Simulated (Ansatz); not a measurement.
In interstitial in zinc-blende InP (the name describes the start): one set of geometries, relaxed with PBE, evaluated in Ansatz (PAW, plane waves to 420 eV, 500 eV under r2SCAN) with PBE, r2SCAN.

Set-up: 64-site cell; 2×2×2 shifted k-points; start: void with 4P nearest; charged states image-corrected; no spin–orbit coupling; corrections reach 1.5 eV, so highly charged states may be off by several tenths; flagged in the runs: a strain field that reaches the edge of the cell.

| quantity | PBE | r2SCAN |
|---|---|---|
| host gap (eV) | 0.44 | [?] |
| ε(+3/+2) above the VBM (eV) | 0.19 | [?] |
| largest moment on one atom at charge +2 (μB) | 0.13 | [?] |

Problem. Given the lower rungs, what does r2SCAN give?

Solution. 
- host gap (eV), r2SCAN: 0.87
- ε(+3/+2) above the VBM (eV), r2SCAN: 0.40
- largest moment on one atom at charge +2 (μB), r2SCAN: 0.14

Ansatz is a first-principles code.
